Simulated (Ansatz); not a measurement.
PbZrO3 (model structure, started from the LiNbO3 type, R3c, No. 161, 10 atoms in the cell), treated with PBEsol (Ansatz, an electronic-structure program, PAW).

Run with plane-wave cutoff 500 eV, 8×8×8 k mesh, Fermi–Dirac smearing 0.05 eV, scalar-relativistic PAW data made under PBE.

Cell (relaxed at this level):

```cif
data_O18Pb6Zr6
_chemical_formula_sum 'Pb6 Zr6 O18'
_space_group_name_H-M_alt 'R3c :H'
_space_group_IT_number 161
_space_group_name_Hall 'R 3 -2"c'
_cell_length_a 5.84250
_cell_length_b 5.84250
_cell_length_c 14.42476
_cell_angle_alpha 90.000
_cell_angle_beta 90.000
_cell_angle_gamma 120.000
loop_
_atom_site_label
_atom_site_type_symbol
_atom_site_symmetry_multiplicity
_atom_site_Wyckoff_symbol
_atom_site_fract_x
_atom_site_fract_y
_atom_site_fract_z
_atom_site_occupancy
Pb1 Pb 6 a 0.00000 0.00000 0.21497 1
Zr1 Zr 6 a 0.00000 0.00000 0.48499 1
O1 O 18 b 0.21006 0.31822 0.08325 1
```
(The calculation used a cell of 10 atoms; values per cell refer to that cell.)

Question: Estimate the band gap that the calculation returns.

Answer: 
- band gap = 2.95 eV (on the SCF k mesh)

Note: the relaxation could raise the start's symmetry but not lower it, so the cell can be a saddle point.

Spin–orbit coupling is not included; with these elements it can move the gap by several tenths of an eV or more.

Static lattice: no zero-point or thermal effects.

It cost around 15 core-minutes (rough) of CPU time.

A model structure was made by putting elements into a prototype or built by hand; it is no filed structure, need not be a known phase, and can be a saddle point held by its symmetry.
